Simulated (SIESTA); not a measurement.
Band structure of SnTe (F-43m, 2 atoms in the cell).

```yaml
crystal:
  lattice:
    - [0.00000, 3.61115, 3.61115]
    - [3.61115, 0.00000, 3.61115]
    - [3.61115, 3.61115, 0.00000]
  atoms:
    - { symbol: Sn, position: [0.00000, 0.00000, 0.00000] }
    - { symbol: Te, position: [0.75000, 0.75000, 0.75000] }
```

Computed with SIESTA with GGA PBEsol, numerical atomic orbitals DZP, PseudoDojo PBEsol standard norm-conserving potentials (rewritten from UPF to PSML).

Settings: XC.functional = GGA; XC.authors = PBEsol; potentials = PseudoDojo PBEsol standard; PAO.BasisSize = DZP; PAO.EnergyShift = 0.01 Ry; MeshCutoff = 400 Ry; kgrid.MonkhorstPack = 7 7 7; OccupationFunction = FD; ElectronicTemperature = 1160.45 K; MaxSCFIterations = 150; SCF.Mixer.Method = Broyden; SCF.Mixer.Weight = 0.2; SCF.Mixer.History = 6; SCF.DM.Tolerance = 1.0E-05.

The starting cell comes from a database of computed structures (which also holds hypothetical and non-ambient phases and stackings), without a prior relaxation at this level. Spin-orbit coupling is off. Values carry the incompleteness of an atom-centred basis.

### Question
Predict the gap along the standard path and the places of the band edges.

### Answer
The gap along the path is 0.01 eV, from W to X; the smallest direct gap on it is 0.71 eV.

Levels in eV from the top of the valence band on the path, bands 12 to 16:
| point | 12 | 13 | 14 | 15 | 16 |
|---|---|---|---|---|---|
| Γ | -5.24 | -2.01 | -2.01 | -2.01 | 0.97 |
| X | -7.49 | -3.22 | -3.22 | -0.70 | 0.01 |
| W | -7.47 | -3.48 | -3.41 | 0.00 | 1.33 |
| K | -7.44 | -3.61 | -3.03 | -0.55 | 1.11 |
| L | -7.11 | -2.56 | -2.56 | -2.11 | 1.76 |
| U | -7.44 | -3.61 | -3.03 | -0.55 | 1.11 |

Higher empty bands are left out: an atom-centred basis made for the valence describes them poorly.
